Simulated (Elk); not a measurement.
A self-consistent single point of Al2Cu (I4/mmm, 3 atoms in the cell) with Elk

Level of theory: PBEsol, all-electron FP-LAPW, Elk's shipped species files, default APW+lo basis run with Elk.

The input file:

```
tasks
  0

xctype
  22

rmtscf
  0.96

stype
  0

swidth
  0.00183747

maxscl
  100

avec
   -3.8367770912    3.8367770912    5.3877887053
    3.8367770912   -3.8367770912    5.3877887053
    3.8367770912    3.8367770912   -5.3877887053

atoms
  2
  'Al.in'
  2
  0.7500000000  0.2500000000  0.5000000000    0.0 0.0 0.0
  0.2500000000  0.7500000000  0.5000000000    0.0 0.0 0.0
  'Cu.in'
  1
  0.5000000000  0.5000000000  0.0000000000    0.0 0.0 0.0

ngridk
  9 9 9
```

The program printed (abridged):

```
│ Elk code version 10.2.4 │

All units are atomic (Hartree, Bohr, etc.)

│ Ground-state run starting from atomic densities │

Lattice vectors :
  -3.836777091       3.836777091       5.387788705
   3.836777091      -3.836777091       5.387788705
   3.836777091       3.836777091      -5.387788705

Unit cell volume      :    317.2514995
Brillouin zone volume :   0.7818724697

Muffin-tin inner radius fraction :   0.1000000000E-01

Nuclei treated as point charges

Species :    1 (Al)
 parameters loaded from : Al.in
 name : aluminium
 nuclear charge    :   -13.00000000
 electronic charge :    13.00000000
 atomic mass :    49184.33492
 muffin-tin radius :    2.112000000
 number of radial points in muffin-tin :    397
 atomic positions (lattice), magnetic fields (Cartesian) :
   1 :   0.25000000 -0.25000000  0.50000000    0.00000000  0.00000000  0.00000000
   2 :  -0.25000000  0.25000000  0.50000000    0.00000000  0.00000000  0.00000000

Species :    2 (Cu)
 parameters loaded from : Cu.in
 name : copper
 nuclear charge    :   -29.00000000
 electronic charge :    29.00000000
 atomic mass :    115837.2717
 muffin-tin radius :    2.304000000
 number of radial points in muffin-tin :    497
 atomic positions (lattice), magnetic fields (Cartesian) :
   1 :   0.00000000  0.00000000  0.00000000    0.00000000  0.00000000  0.00000000

Total number of atoms per unit cell :    3

Spin treatment :
 spin-unpolarised

Number of Bravais lattice symmetries :   16
Number of crystal symmetries         :   16
Crystal has inversion symmetry
Real symmetric eigensolver will be used

k-point grid :      9     9     9
k-point offset :    0.000000000       0.000000000       0.000000000
k-point set is reduced with full crystal symmetry group
Total number of k-points :       75

Muffin-tin radius times maximum |G+k| :    7.000000000
 using average radius
Maximum |G+k| for APW functions       :    3.216911765
Maximum (1/2)|G+k|²                   :    5.174260651
Maximum |G| for potential and density :    12.00000000
 potential will be trimmed for |G| > 2 gkmax
Constant for pseudocharge density :    7
Radial integration step length :    4

G-vector grid sizes :     30    30    30
Number of G-vectors :     9329

Maximum angular momentum used for
 APW functions                      :    8
 outer part of muffin-tin           :    6
 inner part of muffin-tin           :    1

Total nuclear charge    :   -55.00000000
Total core charge       :    20.00000000
Total valence charge    :    35.00000000
Total excess charge     :    0.000000000
Total electronic charge :    55.00000000

Effective Wigner radius, rₛ :    1.112544681

Number of empty states         :   12
Total number of valence states :   30
Total number of core states    :   20

Total number of local-orbitals :   31

Exchange-correlation functional :     22     0     0
 PBEsol, Phys. Rev. Lett. 100, 136406 (2008)
 gradient requirement :    1
 generalised gradient approximation (GGA)

Smearing type :    0
 Gaussian
Smearing width :   0.1837470000E-02
Effective electronic temperature (K) :    580.2271348

Mixing type :    3
 Broyden mixing, J. Phys. A: Math. Gen. 17, L317 (1984)

Kohn-Sham potential initialised from atomic data

│ Self-consistent loop started │
│ Loop number : 1 │
 total energy                :     -2108.01881832
│ Loop number : 2 │
 total energy                :     -2110.96743373
RMS change in Kohn-Sham potential (target) :   0.9349747552     (  0.1000000000E-05)
Absolute change in total energy (target)   :    2.948615414     (  0.1000000000E-03)
│ Loop number : 3 │
 total energy                :     -2109.98654977
RMS change in Kohn-Sham potential (target) :   0.9447192589     (  0.1000000000E-05)
Absolute change in total energy (target)   :   0.2437301089     (  0.1000000000E-03)
│ Loop number : 4 │
 total energy                :     -2115.95427557
RMS change in Kohn-Sham potential (target) :   0.7508430096     (  0.1000000000E-05)
Absolute change in total energy (target)   :    5.906793275     (  0.1000000000E-03)
│ Loop number : 5 │
 total energy                :     -2126.89810741
RMS change in Kohn-Sham potential (target) :   0.3647796662     (  0.1000000000E-05)
Absolute change in total energy (target)   :    12.42053016     (  0.1000000000E-03)
│ Loop number : 6 │
 total energy                :     -2133.82436217
RMS change in Kohn-Sham potential (target) :   0.1338665435     (  0.1000000000E-05)
Absolute change in total energy (target)   :    10.03138730     (  0.1000000000E-03)
│ Loop number : 7 │
 total energy                :     -2137.65698429
RMS change in Kohn-Sham potential (target) :   0.1918854635E-01 (  0.1000000000E-05)
Absolute change in total energy (target)   :    6.340468941     (  0.1000000000E-03)
│ Loop number : 8 │
 total energy                :     -2138.46622091
RMS change in Kohn-Sham potential (target) :   0.1021145630E-02 (  0.1000000000E-05)
Absolute change in total energy (target)   :    2.394353863     (  0.1000000000E-03)
│ Loop number : 9 │
 total energy                :     -2138.55900056
RMS change in Kohn-Sham potential (target) :   0.2024909210E-02 (  0.1000000000E-05)
Absolute change in total energy (target)   :   0.6913681125     (  0.1000000000E-03)
│ Loop number : 10 │
 total energy                :     -2138.48630147
RMS change in Kohn-Sham potential (target) :   0.2519788666E-03 (  0.1000000000E-05)
Absolute change in total energy (target)   :   0.1001429333     (  0.1000000000E-03)
│ Loop number : 11 │
 total energy                :     -2138.46355691
RMS change in Kohn-Sham potential (target) :   0.5007360815E-03 (  0.1000000000E-05)
Absolute change in total energy (target)   :   0.2291173204E-02 (  0.1000000000E-03)
│ Loop number : 12 │
 total energy                :     -2138.46903214
RMS change in Kohn-Sham potential (target) :   0.3264980247E-03 (  0.1000000000E-05)
Absolute change in total energy (target)   :   0.6048023866E-02 (  0.1000000000E-03)
│ Loop number : 13 │
 total energy                :     -2138.47824548
RMS change in Kohn-Sham potential (target) :   0.5702859422E-04 (  0.1000000000E-05)
Absolute change in total energy (target)   :   0.1072534769E-01 (  0.1000000000E-03)
│ Loop number : 14 │
 total energy                :     -2138.47986811
RMS change in Kohn-Sham potential (target) :   0.9435516886E-05 (  0.1000000000E-05)
Absolute change in total energy (target)   :   0.4303972666E-02 (  0.1000000000E-03)
│ Loop number : 15 │
 total energy                :     -2138.48012011
RMS change in Kohn-Sham potential (target) :   0.1876122165E-05 (  0.1000000000E-05)
Absolute change in total energy (target)   :   0.1327988699E-02 (  0.1000000000E-03)
│ Loop number : 16 │
 total energy                :     -2138.48008399
RMS change in Kohn-Sham potential (target) :   0.5576115120E-06 (  0.1000000000E-05)
Absolute change in total energy (target)   :   0.2958817527E-03 (  0.1000000000E-03)
│ Loop number : 17 │
 total energy                :     -2138.48008206
RMS change in Kohn-Sham potential (target) :   0.8463120571E-07 (  0.1000000000E-05)
Absolute change in total energy (target)   :   0.7203490622E-04 (  0.1000000000E-03)
Convergence targets achieved

│ Loop number : 18 │

Energies :
 Fermi                       :     0.238920323149
 sum of eigenvalues          :     -1207.67617847
 electron kinetic            :      2167.19514289
 core electron kinetic       :      1857.84973943
 Coulomb                     :     -4203.06034263
 Coulomb potential           :     -3240.68865688
 nuclear-nuclear             :     -268.761790470
 electron-nuclear            :     -4627.90844743
 Hartree                     :      693.609895275
 Madelung                    :     -2582.71601419
 xc potential                :     -134.182664475
 exchange                    :     -99.8871136988
 correlation                 :     -2.72776699805
 total energy                :     -2138.48008044

Density of states at Fermi energy :    68.39935970
 (states/Hartree/unit cell)

Estimated indirect band gap :   0.5025397765E-03
 from k-point     29 to k-point     50
Estimated direct band gap   :   0.3219239695E-02
 at k-point     29

Charges :
 core                        :    20.00000000
 valence                     :    35.00000000
 interstitial                :    4.581949854
 muffin-tins (core leakage)
  species :    1 (Al)
   atom    1                 :    11.07434457     (  0.7601460193E-03)
   atom    2                 :    11.07434457     (  0.7601460193E-03)
  species :    2 (Cu)
   atom    1                 :    28.26936101     (  0.2743743418E-03)
 total in muffin-tins        :    50.41805015
 total calculated charge     :    54.97754883
 total charge                :    55.00000000
 error                       :   0.2245116948E-01

│ Self-consistent loop stopped │
```

The run converged in 18 iterations. The count includes the last loop, which Elk runs after its targets are met.

The starting cell comes from a database of computed structures (which also holds hypothetical and non-ambient phases and stackings), without a prior relaxation at this level. Spin polarisation is off. Values depend on the basis (sphere radii, cutoffs, local orbitals), which need not be converged. The log's line on a gap gives a spacing of levels on this mesh, which the program prints for metals too.

Cost on one core of a shared machine: roughly 50 s.
